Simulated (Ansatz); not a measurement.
Take AlN in the wurtzite structure (space group P6_3mc, No. 186; a = 3.089 Å, c = 4.943 Å) as the base. Axes: x lies along a and z along c of the hexagonal cell.

Level of theory: LDA (Ansatz, a quantum-chemistry and plane-wave program), no SOC.

Strains are applied to the cell and any free atomic positions relax.

One change was made to it. Results:

```tsv
quantity	base	after
shortest interatomic distance	1.876 Å	1.879 Å
energy relative to the base (free energy F)	0 meV/atom	+0.5 meV/atom
electron mass	0.32 mₑ (at Γ)	0.31 mₑ (at Γ)
```

Task: Which of these changes matches the shifts?
A) uniaxial strain ε_xx = +0.60 %
B) uniaxial strain ε_xx = +1.20 %
C) uniaxial strain ε_xx = +3.00 %

Result: A, uniaxial strain ε_xx = +0.60 %. For comparison, the energy relative to the base in the other runs: uniaxial strain ε_xx = +3.00 % gives +11 meV/atom; uniaxial strain ε_xx = +1.20 % gives +1.8 meV/atom.

The levels and masses belong to the bands next to the band gap. Masses are band curvatures over ±0.01 Å⁻¹ around the edge. No phonon test of stability was made.
